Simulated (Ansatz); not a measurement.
## Worked sum: formation energy of CaF2 (fluorite, Fm-3m) from the elements

We look at the formation energy of CaF2 (fluorite, Fm-3m) from the elements. Reaction: Ca (fcc) + F2 (gas) → CaF2 (fluorite). A negative value means that the right-hand side lies lower. The value is per atom of the solid.

CaF2 (fluorite, Fm-3m), 3 atoms in the cell. Conventional cell: a = 5.5118 Å, b = 5.5118 Å, c = 5.5118 Å, α = 90.00°, β = 90.00°, γ = 90.00°.

Setting: static, neutral cells in Ansatz (PAW) whose structures rest at the PBE level. Ansatz (a first-principles code) runs with its PAW set soft_1. Other levels take these structures. The lattices are those relaxed with PBE, so at other levels the solids can be strained, which adds to the spread. A dispersion term (D3(BJ), or D4 for r2SCAN) was computed beside these levels and is taken off wherever the name lacks it. Space groups of crystals are read within 0.01 Å.

Total energies of the cells in eV, at zero smearing width. They compare only within one column; the weights balance every element.

```json
[
 {"cell": "CaF2 (fluorite)", "atoms": "3", "weight": "+1", "PBE": "-3439.81919", "RPBE": "-3448.15546"},
 {"cell": "Ca (fcc)", "atoms": "1", "weight": "−1", "PBE": "-1816.86287", "RPBE": "-1821.21085"},
 {"cell": "F2 (gas)", "atoms": "2", "weight": "−1", "PBE": "-1611.20111", "RPBE": "-1615.59771"}
]
```

PBE: (-3439.81919) − (-1816.86287) − (-1611.20111) = -11.755 eV; dividing by 3 atoms gives -3.92 eV/atom.

RPBE: (-3448.15546) − (-1821.21085) − (-1615.59771) = -11.347 eV; dividing by 3 atoms gives -3.78 eV/atom.

What follows from the PBE value: A formula unit of CaF2 has 3 atoms, so it forms with -3.9184 × 3 = -11.755 eV, or -1134.2 kJ/mol at 96.485 kJ/mol per eV.
